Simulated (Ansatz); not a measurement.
Phonon-limited resistivity of IrO2 (P4_2/mnm) against temperature in μΩ·cm, PBEsol, DFPT electron-phonon coupling, linearised Boltzmann equation (Ansatz, a program for electronic structure), harmonic crystal at a fixed cell. x, y and z are the axes of this cell:
```yaml
crystal:
  lattice:
    - [4.47139, 0.00000, 0.00000]
    - [0.00000, 4.47139, 0.00000]
    - [0.00000, 0.00000, 3.15347]
  atoms:
    - { symbol: Ir, position: [0.50000, 0.50000, 0.50000] }
    - { symbol: Ir, position: [0.00000, 0.00000, 0.00000] }
    - { symbol: O, position: [0.69121, 0.69121, 0.00000] }
    - { symbol: O, position: [0.30879, 0.30879, 0.00000] }
    - { symbol: O, position: [0.80879, 0.19121, 0.50000] }
    - { symbol: O, position: [0.19121, 0.80879, 0.50000] }
```

```
T      ρ (x, y)  ρ (z)
-----  --------  -----
50 K      0.082  0.122
77 K       0.34   0.51
100 K      0.69    [?]
150 K      1.76    [?]
200 K       3.2    5.1
250 K       5.0    8.0
273 K       5.9    9.5
300 K       7.0   11.3
```

### Question
Fill in the missing entries.

### Answer

- 100 K, ρ (z): 1.05
- 150 K, ρ (z): 2.7

A metal at this level (no band gap). Only scattering by harmonic phonons is included (no impurities, grain boundaries, electron-electron scattering or thermal expansion). Spin-orbit coupling is left out, which matters with elements this heavy. The run warned that the eigensolver left some states short of its tolerance. Halving the electron mesh (20x20x28) moves the resistivity by up to 4 %. Smearing 0.20 eV; phonons on a 3x3x4 q mesh, which this run doesn't test and which matters most at low temperature.
